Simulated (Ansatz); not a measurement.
A relaxation of cell and atoms of Al₃Sc (Pm-3m, 4 atoms in the cell) with Ansatz (an electronic-structure program).

Computed with PBE (plane waves, PAW; Ansatz).

```xyz
4
Lattice="4.0258 0.0000 0.0000 0.0000 4.0258 0.0000 0.0000 0.0000 4.0258" Properties=species:S:1:pos:R:3 pbc="T T T"
Sc     0.0000     0.0000     0.0000
Al     0.0000     2.0129     2.0129
Al     2.0129     0.0000     2.0129
Al     2.0129     2.0129     0.0000
```

Reference input (self-consistent single point, DFT, PBE, plane waves, default PAW files): kpoints.mp_grid.grid = 7 7 7; hamiltonian.xc = pbe; hamiltonian.pseudopotentials = {kind: paw} (the program's default PAW files); scf.occupations.method = fermi_dirac; scf.occupations.width = 0.01 Ry. This run's input differs from it in these lines:

```diff
@@ -17,2 +17,4 @@
   occupations: { method: fermi_dirac, width: 0.01 Ry }
+relax:
+  cell: {}
 output:
```

The program printed (abridged):

```
   [... SCF lines of the steps left out ...]
relax step   1: F+E_penalty+E_count = -3750.10705658 eV  Δ(F+E_penalty+E_count) = +0.000e0 eV  max|allowed force component| = 6.882e-31 eV/Å  Δτ_max = 0.0000 Å  P = +5.834 GPa  Ω = 65.246 Å³  (6 SCF iters, dr2 threshold 1.00e-7 eV, accepted)
relax step   2: F+E_penalty+E_count = -3750.15830774 eV  Δ(F+E_penalty+E_count) = -5.125e-2 eV  max|allowed force component| = 1.808e-31 eV/Å  Δτ_max = 0.0000 Å  P = -2.383 GPa  Ω = 71.293 Å³  energy of the carried Pulay correction = -2.362e-3 eV  [...]
relax step   3: F+E_penalty+E_count = -3750.17450129 eV  Δ(F+E_penalty+E_count) = -1.619e-2 eV  max|allowed force component| = 4.150e-31 eV/Å  Δτ_max = 0.0000 Å  P = -0.228 GPa  Ω = 69.428 Å³  energy of the carried Pulay correction = -1.656e-3 eV  [...]
relax step   4: F+E_penalty+E_count = -3750.17469993 eV  Δ(F+E_penalty+E_count) = -1.986e-4 eV  max|allowed force component| = 2.948e-30 eV/Å  Δτ_max = 0.0000 Å  P = -0.006 GPa  Ω = 69.249 Å³  energy of the carried Pulay correction = -1.588e-3 eV  [...]
relax step   5: F+E_penalty+E_count = -3750.17675423 eV  Δ(F+E_penalty+E_count) = -2.054e-3 eV  max|allowed force component| = 1.372e-30 eV/Å  Δτ_max = 0.0000 Å  P = +0.032 GPa  Ω = 69.249 Å³  stress off target by 3.23e-2 GPa  SCF on the basis [...]
basis re-selected at this cell: Δ(F+E_penalty+E_count) = -2.054e-3 eV, ΔP = +0.038 GPa vs the last step
the relaxation is at rest under the 48 symmetry operations that the run kept from its start: a minimum is not shown …
Stability not checked: this state was not tested for a lower state beside it, because too few of the mixer's solves of this state at the end of the SCF gave a …
Free energy (F): -3750.176754 eV
Internal energy: -3750.094631 eV  (E = F + TS)
   [... lines left out ...]
Fermi energy:    9.060090 eV
  cell:  # Å, volume = 69.2492 Å³
   [... lines left out ...]
    - [6.2592723192585165e-34, 4.106498579560982, 0.0]
    - [-3.6913657267422018e-34, 0.0, 4.106498579560982]
  atoms:
    - { symbol: Sc, position: [-1.2458281637908655e-36, -6.229140818954452e-37, -1.8687422456865246e-37] }
    - { symbol: Al, position: [7.474968982732652e-37, 0.5, 0.5] }
    - { symbol: Al, position: [0.5, -1.2458281637907977e-37, 0.5] }
    - { symbol: Al, position: [0.5, 0.5, 5.606226737059846e-37] }
```

The run converged. 

Summary of the result:
| Item | Result |
|---|---|
| Free energy E − TS (on the zero of these files) | -3750.1768 eV |
| Fermi level (on the code's own zero) | 9.06 eV |
| Pressure | 0.03 GPa |
| Final cell | a = b = c = 4.106 Å, α = β = γ = 90.00° |
| Final volume per atom | 17.31 Å³ |
| Relaxation steps | 5 |

The starting cell has typed, rounded lattice constants, without a prior relaxation at this level. Its lattice was rescaled by a random factor within 2.5 % of one. The relaxation keeps the symmetry of its start, so its end need not be a minimum. Ansatz's pressure includes its estimate of the finite-basis (Pulay) stress.

Keys are those of Ansatz 0.2.
